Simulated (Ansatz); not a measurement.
## BaZrO3, response to strain

Start from BaZrO3 in the cubic perovskite structure (space group Pm-3m, No. 221; a = 4.181 Å). Axes: x, y, z lie along the cube axes.

Strains are applied to the cell and any free atomic positions relax; under biaxial strain the out-of-plane vector relaxes too.

Computed with DFT with PBEsol, PAW potentials and a 420 eV plane-wave cutoff in Ansatz (a quantum-chemistry and plane-wave program), scalar-relativistic without spin-orbit coupling.

```json
[
 {"biaxial strain, plane normal [111], relaxed out of plane (%)": "-2.5", "out-of-plane strain (%)": "2.05"},
 {"biaxial strain, plane normal [111], relaxed out of plane (%)": "-2", "out-of-plane strain (%)": "1.62"},
 {"biaxial strain, plane normal [111], relaxed out of plane (%)": "-1.5", "out-of-plane strain (%)": "1.20"},
 {"biaxial strain, plane normal [111], relaxed out of plane (%)": "-1", "out-of-plane strain (%)": "0.79"},
 {"biaxial strain, plane normal [111], relaxed out of plane (%)": "-0.5", "out-of-plane strain (%)": "?"},
 {"biaxial strain, plane normal [111], relaxed out of plane (%)": "0", "out-of-plane strain (%)": "0.00"}
]
```

Problem. Fit ε⊥ = −νε + γε² (strains in %) to the rows shown and predict the withheld row.

Solution. Least squares on the printed values gives ν = 0.77 (the biaxial Poisson response) and γ = 0.020 (largest residual 0.00 %); this predicts 0.39 %, and the run gives 0.39 %, in agreement.

Whether these cells are dynamically stable was not tested.
